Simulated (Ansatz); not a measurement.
```
CELL_PARAMETERS angstrom
      3.05197     1.76205     2.55102
     -3.05197     1.76205     2.55102
      0.00000    -3.52411     2.55102
ATOMIC_POSITIONS crystal
  Tl 0.00187 0.00187 0.00187
  I  0.49711 0.49711 0.49711
  O  0.91689 0.46090 0.46090
  O  0.46090 0.91689 0.46090
  O  0.46090 0.46090 0.91689
```

The cell is a database entry relaxed within its symmetry; it need not be the phase found at ambient conditions. Spin-orbit coupling is not included. Tl is the large-site (A) cation and I the one bonded closest to the anions (B).

Problem. Give the diagonal Born effective charges atom by atom and the electronic dielectric tensor from linear response, Ansatz (a first-principles code), LDA functional, plane-wave PAW.

Solution. 
| atom | Z*xx | Z*yy | Z*zz |
|---|---|---|---|
| Tl1 | 2.06 | 2.06 | 1.88 |
| I2 | 5.35 | 5.35 | 3.79 |
| O3 | -2.97 | -1.97 | -1.89 |
| O4 | -2.97 | -1.97 | -1.89 |
| O5 | -1.46 | -3.48 | -1.89 |

ε∞ diagonal: 6.0, 6.0, 5.1. The program warned that the k mesh resolves the field response only roughly, so the permittivities are not converged. Away from Γ the polar cell without biaxial strain shows no imaginary mode on a 2×2×2 mesh.
